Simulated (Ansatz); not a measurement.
```
MnCrF5
1.0
    4.29300    -3.14550     0.00000
    4.29300     3.14550     0.00000
   -3.17295     0.00000     6.66420
Mn Cr F
2 2 10
Cartesian
  3.49976   0.20949   1.66605
  1.91329  -0.20949   4.99815
  0.00000   0.00000   0.00000
 -1.58648   0.00000   3.33210
  3.49976   2.64411   1.66605
  1.91329  -2.64411   4.99815
  1.35911   1.27393   6.44161
  2.46746   1.27393   3.55468
  4.05394  -1.27393   0.22258
  2.94558  -1.27393   3.10952
  3.74684  -0.20760   5.84117
  0.07973  -0.20760   4.15513
  1.66620   0.20760   0.82303
  5.33332   0.20760   2.50907
```
Moments meant for the start (each program seeds them in its own way; μB, in the order of the atoms Mn Mn Cr Cr F F F F F F F F F F): 4.0 4.0 3.0 3.0 0.0 0.0 0.0 0.0 0.0 0.0 0.0 0.0 0.0 0.0.

Level of theory: LDA (PW92), default PAW files made with PBE (plane waves; Ansatz, an electronic-structure program).

The set-up and first iterations of an Ansatz log for MnCrF5 (C2/c, 14 atoms in the cell):

```
WARN ansatz: RAYON_NUM_THREADS=1 ignored (pool sized by the plan → 1); use --threads N
Pseudopotentials: kind: paw
Pseudopotential: Mn, paw, valence charge 15
Pseudopotential: Cr, paw, valence charge 14
Pseudopotential: F, paw, valence charge 7
Crystal: 14 atoms, lattice volume = 179.982 Å³
Basis set: ecut = 420 eV, 3541 PW (Γ)
Bands: 86, of which v1, the nominal top of the filled ones, is band 64 counted from 1 (63 counted from 0)
Symmetry: 4 space group operations
Space group: C2/c (ITA 15), of the structure as read, at distance tolerance 5.6e-5 Å
Magnetic group: BNS 15.85 (UNI 92), of the structure as read, at distance tolerance 5.6e-5 Å
k-points: 17 of 48
PAW frozen core: Mn, regenerated for the run's functional, and the local potential with it
PAW frozen core: Cr, regenerated for the run's functional, and the local potential with it
PAW frozen core: F, regenerated for the run's functional, and the local potential with it
Initial density: superposition of atomic densities (chi_scale 0.1, normalization cell, long waves kept (reshape's long-wave potential 0.10 eV rms))
Starting moments: Σ|m| = 14 μB on 4 of 14 sites
Initial wavefunctions: pseudopotential atomic-orbital guess
Eigensolver: davidson
Functional: x = slater, c = lda
SCF iter   1: F=—  HF=-22284.536467 eV  |F-HF|=—  |Δ(HF+E_count)|=         —  Δρ=1.66e-1 (↑1.41e-1 ↓1.66e-1)  dr2=1.64e2  dr2_m=1.33e0  M=10.884 μB ∫|m|=10.936 μB  β_m=0.30  ethr=3.10e-3  ⟨swp⟩=5.4  Hψ=10797  notcnv=0  defer=58
Mixer restart at iter 1: flushing history
all-band conjugate gradients solve this SCF's bands
preconditioner: auto → Kerker (q_TF=auto, 2.578 Å⁻¹)
spin=Collinear: Kerker preconditioning applied to the charge; magnetization (m = ρ↑ − ρ↓) channel mixes plain (no charge-response kernel on spin).
SCF iter   2: F=—  HF=-22274.179460 eV  |F-HF|=—  |Δ(HF+E_count)|=    1.04e1  Δρ=7.56e-2 (↑7.56e-2 ↓3.31e-2)  dr2=9.53e0  dr2_m=3.83e0  M=15.801 μB ∫|m|=15.859 μB  β_m=0.32  ethr=3.10e-3  ⟨swp⟩=3.6  Hψ=6919  notcnv=0  defer=341
preconditioner: auto → Resta (q_TF=auto, 2.578 Å⁻¹)
spin=Collinear: Resta preconditioning applied to the charge; magnetization (m = ρ↑ − ρ↓) channel mixes plain (no charge-response kernel on spin).
SCF iter   3: F=—  HF=-22271.764849 eV  |F-HF|=—  |Δ(HF+E_count)|=    2.41e0  Δρ=4.58e-2 (↑4.58e-2 ↓2.79e-2)  dr2=2.83e0  dr2_m=1.83e0  M=15.988 μB ∫|m|=16.045 μB  β_m=0.57  ethr=3.10e-3  ⟨swp⟩=2.2  Hψ=3946  notcnv=0  defer=343
   [... lines left out ...]
```

### Question
Will this run converge, and how will it end?

### Answer
The run converged in 25 iterations. Convergence of the loop says nothing yet on basis, mesh or lower states. It ends on: free energy E − TS (on the zero of these files) -22270.8368 eV; top of the valence band (on the code's own zero) 5.44 eV; gap on the k-point mesh 0.81 eV; pressure -5.98 GPa; largest force (vector length) 0.325 eV/Å; size of the cell's spin moment 4.00 μB. The log goes on:

```
   [... lines left out ...]
SCF iter  24: F=—  HF=-22270.836778 eV  |F-HF|=—  |Δ(HF+E_count)|=   1.07e-7  S|Δr|=   2.55e-8  Δρ=5.97e-6 (↑3.17e-6 ↓5.97e-6)  dr2=1.03e-7  dr2_m=1.56e-8  M=4.000 μB ∫|m|=15.318 μB  β_m=0.62  ethr=3.00e-11  ⟨swp⟩=2.8  Hψ=4906  notcnv=0
SCF iter  25: F=-22270.836778 eV  HF=-22270.836778 eV  |F-HF|=1.98e-8  |Δ(HF+E_count)|=   1.36e-8  S|Δr|=   7.06e-9  Δρ=2.68e-6 (↑2.68e-6 ↓2.54e-6)  dr2=2.67e-8  dr2_m=6.12e-9  M=4.000 μB ∫|m|=15.318 μB  ethr=3.00e-11  ⟨swp⟩=4.0  Hψ=8819  notcnv=0
SCF 1 converged in 25 iterations: F = -22270.836778 eV  dr2 = 2.67e-8
WARN: the starting moments were not kept: 2 of 4 ended reversed and 2 kept their direction, counting a site from 0.1 μB …
   [... lines left out ...]
WARN: an SCF from antiferromagnetic starting moments (-4.59, 4.59, 3.00, -3.00, 0.00, 0.00, 0.00, 0.00, 0.00, 0.00, 0.00, 0.00, 0.00, 0.00 Bohr magnetons, atom …
Absolute magnetization: 15.3300 μB (∫|ρ↑−ρ↓|, with the PAW one-centre terms)
Free energy (F): -22270.836778 eV
Fermi energy:    5.924879 eV
Smearing:        width narrowed from 0.2000 eV (input) to 0.1130 eV after iteration 21, whose occupations did not sum to the number of electrons (Fermi level …
   [... lines left out ...]
  atom  13  F      0.28723701    -0.04216814     0.14701192
  atom  14  F     -0.28723701    -0.04216814    -0.14701192
--- Stress (GPa, compression-positive) ---
       -6.886841       0.000000      -0.606173
        0.000000      -5.398863       0.000000
       -0.606172       0.000000      -5.664959
  P = ⅓ Tr σ = -5.9836 GPa (-59.836 kbar)
  The stress holds the Pulay correction. Without it, at fixed plane waves, as pw.x and ABINIT print it: P = -6.9710 GPa
```

For comparison: a first run was changed to give this one (kpoints.mp_grid.grid: 3 3 3 → 4 4 3; width narrowed by the program to 0.1130 eV), and from it to this one the free energy stays essentially unchanged (within 1 meV/atom), the pressure stays at -5.98 GPa, the largest force moves little (0.326 to 0.325 eV/Å), the gap on the mesh goes from 0.831 to 0.809 eV and the size of the net moment stays at 0.29 μB/atom.

The starting cell comes from a database of published, mostly measured structures (it also holds non-ambient and calculated ones), without a prior relaxation at this level. The magnetic order is the one reached from the typed start; others were not searched systematically. The program warned that a starting moment was not kept. The program warned that, by what it read of turns of the moments, another magnetic order lies lower. With a pressure of about -6 GPa the cell is away from its equilibrium volume at this level. Ansatz's pressure includes its estimate of the finite-basis (Pulay) stress. Without the estimate this run gives -6.97 GPa.

The run was DFT, LDA (PW92), plane waves, default PAW files made with PBE. Main settings of its input:

```
key                                                                   value
----------------------------  ---------------------------------------------
basis.ecutwfc                                                        420 eV
kpoints.mp_grid.grid                                                  4 4 3
hamiltonian.xc                                                          lda
hamiltonian.pseudopotentials  {kind: paw} (the program's default PAW files)
magnetization.spin_polarized                                           true
scf.occupations.method                                                 cold
scf.occupations.width                                                0.2 eV
```

Keys are those of Ansatz 0.2.
